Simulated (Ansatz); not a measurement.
Hypothetical CsCl type LaP under a change: isotropic strain −3.52 %

Take LaP in the CsCl type structure (space group Pm-3m, No. 221; a = 3.6409 Å; a hypothetical phase, not in the database extracts checked; relaxed with 0.1 eV smearing) as the base.

One thing is altered: every lattice vector is shortened by 3.52 %, atoms relaxed at fixed cell.

All numbers come from Ansatz (an electronic-structure program), PBE, PAW, cutoff 420 eV, scalar-relativistic without spin-orbit coupling. Settings: 16×16×16 k-points, 0.1 eV Fermi–Dirac smearing.

```json
[
 {"quantity": "space group", "base": "Pm-3m (No. 221)", "changed": "Pm-3m (No. 221)", "shift": "–"},
 {"quantity": "shortest interatomic distance", "base": "5.959 bohr", "changed": "5.749 bohr", "shift": "-0.210 bohr"},
 {"quantity": "energy relative to the base (free energy F)", "base": "0 meV/atom", "changed": "+69 meV/atom", "shift": "+69 meV/atom"},
 {"quantity": "pressure", "base": "0.0 GPa", "changed": "9.8 GPa", "shift": "+9.8 GPa"},
 {"quantity": "band gap", "base": "zero", "changed": "zero", "shift": "–"}
]
```

Final structure:

```yaml
crystal:
  lattice:
    - [3.51278, 0.00000, 0.00000]
    - [0.00000, 3.51278, 0.00000]
    - [0.00000, 0.00000, 3.51278]
  atoms:
    - { symbol: La, position: [0.00000, 0.00000, 0.00000] }
    - { symbol: P, position: [0.50000, 0.50000, 0.50000] }
```

Whether these cells are dynamically stable was not tested. The final runs are not spin-polarised.
